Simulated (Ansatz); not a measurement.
The reference is W in the bcc (W type) structure (space group Im-3m, No. 229; a = 3.169 Å; relaxed with 0.1 eV smearing). Axes: x, y, z lie along the cube axes.

All numbers come from Kohn–Sham DFT with the r2SCAN functional, run in Ansatz (a quantum-chemistry and plane-wave program) with PAW and 500 eV plane waves, no SOC.

Before the change:

* **Shortest interatomic distance**: 2.744 Å

Perturbation: biaxial strain +0.94 %, plane normal [001], relaxed out of plane (Cartesian); in-plane vectors clamped, the third vector and the atoms free.

### Question
What does the calculation give for the energy relative to the base after the change?

### Answer
The energy goes up by 5.2 meV/atom.

### Question
Predict the new shortest interatomic distance.

### Answer
The shortest interatomic distance rises by 0.011 Å to 2.755 Å.

No phonon test of stability was made. The final runs are not spin-polarised.
